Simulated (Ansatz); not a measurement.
KCl: isotropic strain −1.00 %

The reference is KCl in the rock salt structure (space group Fm-3m, No. 225; a = 6.381 Å).

Now apply this change: the cell is scaled by 0.9900 in all directions, atoms relaxed at fixed cell.

The values are results of PBE (Ansatz, an electronic-structure program, PAW, no spin-orbit coupling), not measurements. k-mesh 9×9×9 (Γ-centred); smearing 0.05 eV (Fermi–Dirac).

```csv
quantity,base,changed,shift
volume per atom,32.48 Å³,31.52 Å³,-0.96 Å³
space group,Fm-3m (No. 225),Fm-3m (No. 225),–
shortest interatomic distance,3.191 Å,3.159 Å,-0.032 Å
energy relative to the base (free energy F),0 meV/atom,+1.6 meV/atom,+1.6 meV/atom
band gap,5.05 eV,5.15 eV,+0.10 eV
gap character,direct at Γ,direct at Γ,–
mean gap deformation potential ΔEg/Δln V,–,-3.4 eV,–
width of the top valence band,0.45 eV,0.47 eV,+0.02 eV
electron mass,0.45 mₑ (at Γ),0.45 mₑ (at Γ),–
"valley order (the lowest conduction-band minima on the path, energy above the VBM, named in the base's zone)",Γ 5.05 eV; X along ⟨100⟩ 6.56 eV,Γ 5.15 eV; X along ⟨100⟩ 6.54 eV,–
```

Final structure:

```xyz
2
Lattice="0.0000 3.1588 3.1588 3.1588 0.0000 3.1588 3.1588 3.1588 0.0000" Properties=species:S:1:pos:R:3 pbc="T T T"
K      0.0000     0.0000     0.0000
Cl     3.1588     3.1588     3.1588
```

Effective masses come from finite differences of ±0.01 Å⁻¹. Stability against distortions was not tested.
